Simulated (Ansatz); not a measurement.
Consider interstitial Na in wurtzite AlN, charge state +1. These are PBE, PAW (plane waves to 420 eV; Ansatz, an electronic-structure program) values and carry that method's errors.

Settings: 72 host sites, the relaxed PBE lattice, the Γ point alone, smearing 0.01 eV, spin-restricted, no image-charge correction. Energies are static. The charge state is imposed; whether it is stable for some Fermi level was not computed. Sites that were not tried may lie lower. The order of the sites in energy changes with the mesh.

Barriers: single points on a 2×2×2 k-point mesh shifted by half a step along c at the bands' geometries.

The step: one Na atom jumps by itself. Atoms about the jump, Cartesian Å from the middle of the jump, before and after:

```
atom     x0     y0     z0     x1     y1     z1
----  -----  -----  -----  -----  -----  -----
Na1    0.00   0.00   1.26   0.00   0.00  -1.26
N2     1.55   0.90  -0.23   1.59   0.92  -0.23
N3     0.00  -1.79  -0.23   0.00  -1.84  -0.24
N4    -1.55   0.90  -0.23  -1.59   0.92  -0.24
Al5   -1.71  -0.98   0.24  -1.62  -0.94   0.42
Al6    1.71  -0.99   0.24   1.62  -0.94   0.42
Al7    0.00   1.97   0.24   0.00   1.88   0.42
Al8    0.00  -1.81  -2.16   0.00  -1.97  -2.27
Al9    1.57   0.91  -2.16   1.71   0.99  -2.27
Al10  -1.57   0.91  -2.16  -1.71   0.98  -2.27
N11    1.59  -0.92   2.28   1.57  -0.91   2.31
N12   -1.59  -0.92   2.28  -1.57  -0.91   2.31
N13    0.00   1.84   2.28   0.00   1.81   2.31
N14    1.57  -0.91  -2.72   1.55  -0.90  -2.74
N15    0.00   1.81  -2.72   0.00   1.79  -2.74
N16   -1.57  -0.91  -2.72  -1.55  -0.90  -2.74
Al17   0.00  -1.87   2.93   0.00  -1.81   2.88
Al18  -1.62   0.94   2.93  -1.57   0.91   2.88
Al19   1.62   0.94   2.93   1.57   0.91   2.88
Al20   0.00  -3.62   0.36   0.00  -3.63   0.37
Al21   3.13   1.81   0.36   3.14   1.81   0.37
Al22  -3.13   1.81   0.36  -3.14   1.81   0.37
N23    3.20  -1.85  -0.29   3.14  -1.81  -0.23
N24    0.00   3.69  -0.29   0.00   3.63  -0.23
N25   -3.20  -1.85  -0.29  -3.14  -1.81  -0.23
```

Q: Where do these atoms stand at the saddle point, and how high is it?

A: 
| atom | x | y | z |
|---|---|---|---|
| Na1 | 0.00 | 0.00 | 0.01 |
| N2 | 1.67 | 0.97 | -0.23 |
| N3 | 0.00 | -1.93 | -0.23 |
| N4 | -1.67 | 0.97 | -0.23 |
| Al5 | -1.80 | -1.04 | 0.41 |
| Al6 | 1.80 | -1.04 | 0.41 |
| Al7 | 0.01 | 2.08 | 0.41 |
| Al8 | 0.00 | -1.85 | -2.16 |
| Al9 | 1.61 | 0.93 | -2.16 |
| Al10 | -1.60 | 0.93 | -2.16 |
| N11 | 1.58 | -0.91 | 2.27 |
| N12 | -1.58 | -0.91 | 2.27 |
| N13 | 0.00 | 1.83 | 2.27 |
| N14 | 1.56 | -0.90 | -2.72 |
| N15 | 0.00 | 1.81 | -2.72 |
| N16 | -1.56 | -0.90 | -2.72 |
| Al17 | 0.00 | -1.82 | 2.86 |
| Al18 | -1.58 | 0.92 | 2.86 |
| Al19 | 1.58 | 0.92 | 2.86 |
| Al20 | 0.00 | -3.66 | 0.37 |
| Al21 | 3.18 | 1.84 | 0.37 |
| Al22 | -3.17 | 1.84 | 0.37 |
| N23 | 3.22 | -1.85 | -0.28 |
| N24 | 0.00 | 3.72 | -0.28 |
| N25 | -3.22 | -1.85 | -0.28 |
It lies 2.80 eV above the start and 2.80 eV above the end. The saddle point's order was not checked, and it lies on a symmetry element of the cell, where a band can be held.
